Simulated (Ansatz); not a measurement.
## Mg: response to strain

The reference is Mg in the hcp (Mg type) structure (space group P6_3/mmc, No. 194; a = 3.1952 Å, c = 5.1966 Å; relaxed with 0.1 eV smearing).

Strains are applied to the cell and any free atomic positions relax.

The values are results of PBE (Ansatz, a first-principles code, PAW, no SOC), not measurements.

Notes on the quantities. energy relative to the base: free energy F; pressure: mean of the normal stresses, compression positive.

| variant | energy relative to the base | pressure | volume per atom |
|---|---|---|---|
| base | 0 meV/atom | 0.0 GPa | 22.97 Å³ |
| isotropic strain −3.00 % | +23 meV/atom | 3.9 GPa | 20.97 Å³ |
| isotropic strain −2.50 % | +16 meV/atom | 3.2 GPa | 21.29 Å³ |
| isotropic strain −1.50 % | +5.5 meV/atom | 1.8 GPa | 21.95 Å³ |
| isotropic strain −1.00 % | +2.4 meV/atom | 1.2 GPa | 22.29 Å³ |
| isotropic strain −0.50 % | +0.6 meV/atom | 0.6 GPa | 22.63 Å³ |
| isotropic strain +0.50 % | +0.6 meV/atom | -0.5 GPa | 23.32 Å³ |
| isotropic strain +1.50 % | +5.0 meV/atom | -1.5 GPa | 24.02 Å³ |
| isotropic strain +2.50 % | +13 meV/atom | -2.3 GPa | 24.74 Å³ |
| isotropic strain +3.00 % | +19 meV/atom | -2.7 GPa | 25.10 Å³ |

Whether these cells are dynamically stable was not tested.
